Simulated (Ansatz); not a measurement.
Take TaN in the rock salt structure (space group Fm-3m, No. 225) as the base.

```
TaN
1.0
    0.00000     2.19795     2.19795
    2.19795     0.00000     2.19795
    2.19795     2.19795     0.00000
N Ta
1 1
Cartesian
  0.00000   0.00000   0.00000
  2.19795   2.19795   2.19795
```

All numbers come from r2SCAN in Ansatz (plane waves to 500 eV, PAW, without spin-orbit coupling), earlier PAW set.

Before the change:

The volume per atom is 10.62 Å³.

Modification: hydrostatic tension (pressure −2 GPa).

Q: How does this affect the volume per atom?

A: The volume per atom goes up by 0.06 Å³ (10.62 Å³ → 10.68 Å³).

Load acts through the strain it causes; cell and atoms are relaxed under it. Stability against distortions was not tested. All final runs are without spin polarisation. This is not the structure that TaN has at room temperature and ambient pressure.

Ansatz is a first-principles code.
